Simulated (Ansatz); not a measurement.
Base system: AlRh in the CsCl type structure (space group Pm-3m, No. 221; a = 2.972 Å; a cell from a computed database, its experimental status unchecked).

All numbers come from DFT with PBEsol, PAW potentials and a 420 eV plane-wave cutoff in Ansatz (a quantum-chemistry and plane-wave program), no spin-orbit coupling.

One change was made to it. Results:

```tsv
quantity	base	after
shortest interatomic distance	2.574 Å	2.321 Å
band gap	zero	zero
```

Task: Name the change that was made.
A. Rh → Se
B. Al → B
C. Al → Si

Result: B, Al → B. For comparison, the shortest interatomic distance in the other runs: Rh → Se gives 2.859 Å; Al → Si gives 2.552 Å.

Whether these cells are dynamically stable was not tested. As relaxed here, RhB and AlSe are hypothetical phases, not in the database extracts checked. For RhSi in this form, whether it has been made was not checked. The final runs are not spin-polarised. An odd electron count without spin: AlSe and RhSi. RhSi has a high density of states at the Fermi level and may be magnetic at this level.
